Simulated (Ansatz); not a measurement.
# TiC, response to strain

The reference is TiC in the rock salt structure (space group Fm-3m, No. 225; a = 4.293 Å; relaxed with 0.1 eV smearing). Axes: x, y, z lie along the cube axes.

Strains are applied to the cell and any free atomic positions relax; under biaxial strain the out-of-plane vector relaxes too.

Method: PBEsol, PAW, 420 eV (Ansatz, a quantum-chemistry and plane-wave program; no SOC).

Notes on the quantities. in-plane stress: mean in-plane stress (compression positive).

```tsv
change	out-of-plane strain	in-plane stress
biaxial strain −2.50 %, plane normal [111], relaxed out of plane	+1.53 %	+15.3 GPa
biaxial strain −2.08 %, plane normal [111], relaxed out of plane	+1.27 %	+12.5 GPa
biaxial strain −1.67 %, plane normal [111], relaxed out of plane	+1.02 %	+9.9 GPa
biaxial strain −1.25 %, plane normal [111], relaxed out of plane	+0.76 %	…
biaxial strain −0.42 %, plane normal [111], relaxed out of plane	+0.26 %	+2.4 GPa
biaxial strain +1.25 %, plane normal [111], relaxed out of plane	-0.76 %	-6.7 GPa
biaxial strain +1.67 %, plane normal [111], relaxed out of plane	-1.02 %	…
biaxial strain +2.08 %, plane normal [111], relaxed out of plane	-1.27 %	-10.7 GPa
biaxial strain +2.50 %, plane normal [111], relaxed out of plane	-1.53 %	…
```

Question: Fill in the withheld entries from the trend.

Answer: 
- biaxial strain −1.25 %, plane normal [111], relaxed out of plane, in-plane stress: +7.3 GPa
- biaxial strain +1.67 %, plane normal [111], relaxed out of plane, in-plane stress: -8.8 GPa
- biaxial strain +2.50 %, plane normal [111], relaxed out of plane, in-plane stress: -12.7 GPa

Stability against distortions was not tested. All final runs are without spin polarisation.
